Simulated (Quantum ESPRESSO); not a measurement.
Quantum ESPRESSO 7.5, DFT, PBE, plane waves, SSSP 1.1.2 efficiency PBE: Al(111) slab of 5 layers, 1x1 (Al5), unrelaxed, 5 atoms. Basis and mesh were picked for this test and aren't claimed converged.

```json
{
 "cell": "2.86, 2.86, 23.35 Å; 90, 90, 60°",
 "task": "scf",
 "k mesh": "18×18×1",
 "ecutwfc": "45 Ry",
 "ecutrho": "360 Ry",
 "occupations": "smearing",
 "smearing": "mv",
 "degauss": "0.02 Ry",
 "conv_thr": "5e-09 Ry",
 "tprnfor": "true",
 "tstress": "false",
 "k-point pools (-nk)": "32",
 "diagonalization": "david (default)",
 "mixing_mode": "plain (default)",
 "mixing_beta": "0.7 (default)",
 "mixing_ndim": "8 (default)",
 "k-points computed": "37",
 "bands": "12",
 "electrons": "15",
 "G-vectors of the density": "129135",
 "FFT grid": "36×36×270",
 "symmetry_operations": "12"
}
```

It runs on a single node (Intel Xeon 6 (Granite Rapids), 96 cores on 1 socket, 2 hardware threads a core, 3 L3 cache groups, 3 NUMA nodes).

Run on 96 ranks, it takes 4.8 s from launch to exit:

```bash
OMP_NUM_THREADS=1 mpirun -np 96 pw.x -nk 32 -in pw.in
```

From its output:

```
     Parallel version (MPI & OpenMP), running on      96 processor cores
     Number of MPI processes:                96
     Threads/MPI process:                     1
     K-points division:     npool     =      32
     R & G space division:  proc/nbgrp/npool/nimage =       3
     Subspace diagonalization in iterative solution of the eigenvalue problem:
     a serial algorithm will be used
     Using Slab Decomposition
     number of atoms/cell      =            5
     number of electrons       =        15.00
     number of Kohn-Sham states=           12
     kinetic-energy cutoff     =      45.0000  Ry
     charge density cutoff     =     360.0000  Ry
     scf convergence threshold =      5.0E-09
     mixing beta               =       0.7000
     number of iterations used =            8  plain     mixing
     12 Sym. Ops., with inversion, found ( 6 have fractional translation)
     number of k points=    37  Marzari-Vanderbilt smearing, width (Ry)=  0.0200
     Dense  grid:   129135 G-vectors     FFT dimensions: (  36,  36, 270)
     Smooth grid:    45711 G-vectors     FFT dimensions: (  24,  24, 192)
     Estimated max dynamical RAM per process >      35.43 MB
     Estimated total dynamical RAM >       2.37 GB
...
     init_run     :      0.59s CPU      0.62s WALL (       1 calls)
     electrons    :      2.82s CPU      3.20s WALL (       1 calls)
     forces       :      0.07s CPU      0.09s WALL (       1 calls)

     Called by init_run:
     wfcinit      :      0.02s CPU      0.03s WALL (       1 calls)
     potinit      :      0.28s CPU      0.30s WALL (       1 calls)
     hinit0       :      0.26s CPU      0.26s WALL (       1 calls)

     Called by electrons:
     c_bands      :      1.10s CPU      1.16s WALL (      19 calls)
     sum_band     :      0.30s CPU      0.35s WALL (      19 calls)
     v_of_rho     :      0.69s CPU      0.92s WALL (      20 calls)
     newd         :      0.09s CPU      0.09s WALL (      20 calls)
     PAW_pot      :      0.50s CPU      0.54s WALL (      20 calls)
     mix_rho      :      0.07s CPU      0.07s WALL (      19 calls)

     Called by c_bands:
     init_us_2    :      0.06s CPU      0.06s WALL (      80 calls)
     cegterg      :      0.62s CPU      0.69s WALL (      38 calls)

     Called by *egterg:
     cdiaghg      :      0.02s CPU      0.02s WALL (     159 calls)
     h_psi        :      0.51s CPU      0.57s WALL (     161 calls)
     s_psi        :      0.04s CPU      0.04s WALL (     161 calls)
     g_psi        :      0.01s CPU      0.01s WALL (     121 calls)

     Called by h_psi:
     h_psi:calbec :      0.05s CPU      0.06s WALL (     161 calls)
     vloc_psi     :      0.41s CPU      0.46s WALL (     161 calls)
     add_vuspsi   :      0.04s CPU      0.05s WALL (     161 calls)

     General routines
     calbec       :      0.07s CPU      0.08s WALL (     207 calls)
     fft          :      0.51s CPU      0.59s WALL (     269 calls)
     ffts         :      0.21s CPU      0.22s WALL (      39 calls)
     fftw         :      0.44s CPU      0.49s WALL (    2804 calls)
     interpolate  :      0.23s CPU      0.24s WALL (      20 calls)

     Parallel routines

     PWSCF        :      3.54s CPU      4.00s WALL
```

Each time is the median wall time of two to five repeats, run one at a time on the otherwise empty machine; start-up is included. Processes are pinned to neighbouring cores unless said otherwise. The times hold for this build (conda-forge: Open MPI 5.0, OpenMP, OpenBLAS 0.3.34 (pthreads), FFTW, ScaLAPACK, ELPA). Scratch files lie in a memory file system.

**Question.** Read the timing block: which change would cut the largest part, on the same cores and with the result kept within 1.0 meV/atom in energy, 10 meV/Å in forces (largest component)?

**Answer.** The largest part is potentials (v_of_rho, newd, PAW_pot), 32 % of the time. One change that relieves it (others may too): going from -nk 32 to -nk 6, one of the fastest of the measured ones that keep the result: 4.8 s to 2.7 s (1.8× as fast). The largest move is in potentials (v_of_rho, newd, PAW_pot): 1.6 s to 0.42 s. These two results differ by: energy equal as printed, forces (largest component) 0.14 meV/Å. Others tried: -nk 8 (2.9 s); -nk 4 (2.9 s); -nk 3 (3.1 s); -nk 16 (3.2 s); -nk 12 (3.2 s); -nk 24 (3.5 s); -nk 2 (3.6 s); -nk 48 (4.6 s); -nk left out (the program takes 1) (4.7 s); -nk 1 (4.7 s). Launch, exit and the like take 0.81 s of the 2.7 s.
